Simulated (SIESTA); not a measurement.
SIESTA run on ZnGe3 (P1, 4 atoms in the cell): self-consistent single point.

Level of theory: GGA PBEsol, numerical atomic orbitals DZP, PseudoDojo PBEsol standard norm-conserving potentials (rewritten from UPF to PSML) (SIESTA 5.4.2).

The change in words: atoms moved at random. Reference geometry:
```yaml
crystal:
  lattice:
    - [4.22236, 0.00000, 0.00000]
    - [0.00000, 4.22236, 0.00000]
    - [0.00000, 0.00000, 4.22236]
  atoms:
    - { symbol: Zn, position: [0.00000, 0.00000, 0.00000] }
    - { symbol: Ge, position: [0.00000, 0.50000, 0.50000] }
    - { symbol: Ge, position: [0.50000, 0.00000, 0.50000] }
    - { symbol: Ge, position: [0.50000, 0.50000, 0.00000] }
```

Reference input (self-consistent single point, DFT, GGA PBEsol, numerical atomic orbitals DZP, PseudoDojo PBEsol standard norm-conserving potentials (rewritten from UPF to PSML)): XC.functional = GGA; XC.authors = PBEsol; potentials = PseudoDojo PBEsol standard; PAO.BasisSize = DZP; PAO.EnergyShift = 0.01 Ry; MeshCutoff = 350 Ry; kgrid.MonkhorstPack = 10 10 10; OccupationFunction = MP; OccupationMPOrder = 0; ElectronicTemperature = 136 meV; MaxSCFIterations = 150; SCF.Mixer.Method = Pulay. This run's input differs from it in these lines:

```diff
@@ -18,6 +18,6 @@
 %block AtomicCoordinatesAndAtomicSpecies
-     0.000000000    0.000000000    0.000000000  1
-     0.000000000    0.500000000    0.500000000  2
-     0.500000000    0.000000000    0.500000000  2
-     0.500000000    0.500000000    0.000000000  2
+     0.003775000    0.004381000    0.004965000  1
+     0.009710000    0.504192000    0.501746000  2
+     0.494212000   -0.003573000    0.486970000  2
+     0.492302000    0.495001000    0.006319000  2
 %endblock AtomicCoordinatesAndAtomicSpecies
```

Log, with long lists cut:

```
        iscf     Eharris(eV)        E_KS(eV)     FreeEng(eV)     dDmax    Ef(eV) dHmax(eV)
   scf:    1   -12555.479279   -12826.398321   -12826.450288  0.941531 -0.986984 85.049243
   scf:    2   -13000.260292   -12959.928740   -12959.940770  0.426544 -2.520763  9.921300
   scf:    3   -12961.032870   -12960.516289   -12960.527587  0.060330 -2.562321  6.898812
   scf:    4   -12959.886986   -12960.680223   -12960.693261  0.287974 -2.766282  5.562900
   scf:    5   -12961.135020   -12960.933133   -12960.945845  0.057495 -2.797946  3.163480
   [... 5 lines left out ...]
   scf:   11   -12961.040503   -12961.040514   -12961.052149  0.000641 -2.776280  0.000895
   scf:   12   -12961.040515   -12961.040514   -12961.052149  0.000028 -2.776281  0.000326
   scf:   13   -12961.040515   -12961.040515   -12961.052149  0.000027 -2.776325  0.000105
   scf:   14   -12961.040515   -12961.040515   -12961.052149  0.000001 -2.776330  0.000094
SCF Convergence by DM+H criterion
max |DM_out - DM_in|         :     0.0000011476
max |H_out - H_in|      (eV) :     0.0000939410
SCF cycle converged after 14 iterations

Using DM_out to compute the final energy and forces

siesta: E_KS(eV) =           -12961.0405

siesta: E_KS - E_eggbox =    -12961.0405

siesta: Atomic forces (eV/Ang):
     1   -0.123685   -0.006334   -0.104117
     2   -0.243011   -0.012423    0.126979
     3    0.182506    0.017333    0.175637
     4    0.189901    0.015441   -0.195911
   Tot    0.005711    0.014016    0.002589
   Max    0.243011
   Res    0.141613    sqrt( Sum f_i^2 / 3N )
   Max    0.243011    constrained

Stress tensor Voigt[x,y,z,yz,xz,xy] (kbar):       13.73       13.93       13.92        0.46        1.74       -0.73
(Free)E + p*V (eV/cell)   -12961.7034
   [... lines left out ...]
siesta: FreeEng =    -12961.052149
siesta: Cell volume =         75.277602 Ang**3
siesta:         -13.86100192        -23.56830992  kBar
   [... lines left out ...]
   4 14.393   1.392   0.161   0.967   0.581   0.971  -0.136   0.069  -0.138
              2.019   2.005   2.012   2.005   2.010   0.180   0.082   0.066

              0.083   0.065

mulliken: Qtot =       62.000

Mulliken Atomic Populations:
Atom #   charge [q] valence [e]  Species
     1     1.183715   18.816285  Zn
     2    -0.395647   14.395647  Ge
     3    -0.394914   14.394914  Ge
     4    -0.393155   14.393155  Ge
 Total     0.000000
```

The run converged in 14 iterations. Against the reference run the free energy rises by 4.6 meV/atom, the pressure goes from -1.49 to -1.39 GPa and the largest force goes from 0.000 to 0.274 eV/Å.

The starting cell comes from a database of computed structures (which also holds hypothetical and non-ambient phases and stackings), without a prior relaxation at this level. For this run, on top of that: atoms moved at random. Values carry the incompleteness of an atom-centred basis.

Cost on one core of a shared machine: roughly 90 s.
